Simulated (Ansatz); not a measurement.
Structures of equal composition on the (111) surface of fcc Ni, ferromagnetic: a layer of Cu in place of the second plane; a layer of Cu in place of the third plane. The slabs share one bottom face, and each structure is named by its start. These are constructed structures in small cells; real faces may alloy, dewet or reconstruct in larger ones, and not all known structures of the face are among them. Slabs of about 10 Å with all that they carry, Fermi-Dirac smearing of 0.1 eV. Bottom of the slabs: a bare face, its two planes held. Relaxed from the named starts with such symmetry as they have, on meshes of like density; energies extrapolated to zero smearing; no spin-orbit coupling, no U. Spin-polarised runs, if any, are marked in brackets, and their order is one that fits the cell; the others ran without spin. Where a second, spin-polarised start was run, the lower counts.

These are PBE (plane waves to 420 eV, PAW; Ansatz, a first-principles code) values and carry that method's errors.

Question: Order them by energy per 1x1 cell (lowest first) at the level PBE.

Answer: a layer of Cu in place of the second plane (0.000 eV [spin, 2.9 μB a cell]), a layer of Cu in place of the third plane (0.021 eV [spin, 3.0 μB a cell])
